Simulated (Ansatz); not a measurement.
Abridged Ansatz (a quantum-chemistry and plane-wave program) output:

```
Pseudopotential: Mo, paw, valence charge 14
Pseudopotential: W, paw, valence charge 14
Crystal: 3 atoms, lattice volume = 47.774 Å³
Basis set: ecut = 420 eV, 921 PW (Γ), exchange–correlation on 90×90×90 points (8 copies of the dense FFT grid, shifted against one another)
Bands: 26, of which v1, the nominal top of the filled ones, is band 21 counted from 1 (20 counted from 0)
Symmetry: 6 space group operations
k-points: 580 of 5832 (time reversal used)
Functional: x = pbe(κ = 0.804, μ = 0.2195149727645171), c = pbe(β = 0.06672455060314922)
SCF iter   1: F=—  HF=-25729.317684 eV  |F-HF|=—  |Δ(HF+E_count)|=         —  Δρ=6.93e-2  dr2=2.87e0  ethr=3.10e-3  ⟨swp⟩=5.2  Hψ=54038  notcnv=0
SCF iter   2: F=—  HF=-25728.714712 eV  |F-HF|=—  |Δ(HF+E_count)|=   6.03e-1  Δρ=4.07e-2  dr2=1.02e0  ethr=3.10e-3  ⟨swp⟩=3.0  Hψ=28752  notcnv=0  defer=13
SCF 1 converged in 9 iterations: F = -25728.428796 eV  dr2 = 1.07e-11
SCF converged after 9 iterations
Free energy (F): -25728.428796 eV
Internal energy: -25728.397847 eV  (E = F + TS)
E sigma→0 (E₀):  -25728.413322 eV
Entropy (-TS):   -0.030949 eV (-10.316 meV/atom)
Fermi energy:    21.401473 eV
  E_disp       = -2.089441  (pairwise vdW)
--- Forces (eV/Å), atoms counted from 1 ---
  atom   1  Mo     0.00000000    -0.00000000    -0.00027928
  atom   2  W      0.00000000     0.00000000     0.00004472
  atom   3  W      0.00000000     0.00000000     0.00023465
--- Stress (GPa, compression-positive) ---
        0.003834       0.000000       0.000000
        0.000000       0.003834      -0.000000
        0.000000      -0.000000      -0.001590
  P = ⅓ Tr σ = 0.0020 GPa (0.020 kbar)
```

Question: What was computed, and what are the main results?

Answer: MoW2, 3 atoms in the cell, with PBE-D3(BJ) (Ansatz), no spin-orbit coupling, earlier PAW set. The last SCF converged to F = -25728.428796 eV, or -8576.1429 eV per atom, at a pressure of 0.00 GPa. The total energy compares only with runs of the same code, potentials and settings.

No phonon test of stability was made. All final runs are without spin polarisation. The cell was made from MoS2 by this change: S → W; the result is a hypothetical phase, not in the database extracts checked.
